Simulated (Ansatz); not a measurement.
What isotropic strain +3.00 % does to ZnGeAs2

Base system: ZnGeAs₂ in the chalcopyrite structure (space group I-42d, No. 122; a = 5.655 Å, c = 11.187 Å).

The change: every lattice vector is stretched by 3.00 %, atoms relaxed at fixed cell.

Level of theory: Ansatz (a quantum-chemistry and plane-wave program), PBEsol, PAW, cutoff 420 eV, without spin-orbit coupling. Settings: 8×8×8 k-points, 0.05 eV Fermi–Dirac smearing.

The volume per atom goes up by 2.07 Å³, from 22.36 Å³ to 24.43 Å³ and the space group stays I-42d (No. 122). The energy goes up by 34 meV/atom and the band gap falls by 0.08 eV to 0.08 eV (uncertain: the Fermi level lies in a band; the changed cell). The largest internal atomic displacement is 0.011 Å.

Cost of the whole job for the changed cell (relaxation, final SCF and bands): very roughly 6 core-minutes.

Stability against distortions was not tested. The zero or small gap of ZnGeAs2 can change with the level of theory.
